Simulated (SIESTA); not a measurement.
Band structure of BP (F-43m, 2 atoms in the cell).

```xyz
2
Lattice="0.0000 2.2661 2.2661 2.2661 0.0000 2.2661 2.2661 2.2661 0.0000" Properties=species:S:1:pos:R:3 pbc="T T T"
B      0.0000     0.0000     0.0000
P      1.1330     1.1330     1.1330
```

Level of theory: GGA PBE, numerical atomic orbitals DZP, PseudoDojo PBE standard norm-conserving potentials (rewritten from UPF to PSML) run with SIESTA 5.4.2.

Settings: XC.functional = GGA; XC.authors = PBE; potentials = PseudoDojo PBE standard; PAO.BasisSize = DZP; PAO.EnergyShift = 0.01 Ry; MeshCutoff = 400 Ry; kgrid.MonkhorstPack = 10 10 10; OccupationFunction = FD; ElectronicTemperature = 10 K; MaxSCFIterations = 150; SCF.Mixer.Method = Pulay; SCF.Mixer.Weight = 0.2; SCF.Mixer.History = 6; SCF.DM.Tolerance = 1.0E-05.

The starting cell comes from a database of computed structures (which also holds hypothetical and non-ambient phases and stackings), without a prior relaxation at this level. Values carry the incompleteness of an atom-centred basis.

Task: Predict the gap along the standard path and the places of the band edges.

Result: The gap along the path is 1.23 eV, from Γ to a point between Γ and X; the smallest direct gap on it is 3.37 eV.

Levels in eV from the top of the valence band on the path, bands 1 to 5:
| point | 1 | 2 | 3 | 4 | 5 |
|---|---|---|---|---|---|
| Γ | -15.46 | 0.00 | 0.00 | 0.00 | 3.37 |
| X | -10.68 | -8.63 | -4.17 | -4.17 | 1.32 |
| W | -10.40 | -8.10 | -5.73 | -5.53 | 5.33 |
| K | -10.68 | -8.21 | -6.29 | -3.56 | 2.14 |
| L | -12.21 | -9.10 | -1.79 | -1.79 | 3.80 |
| U | -10.68 | -8.21 | -6.29 | -3.56 | 2.14 |

Higher empty bands are left out: an atom-centred basis made for the valence describes them poorly.
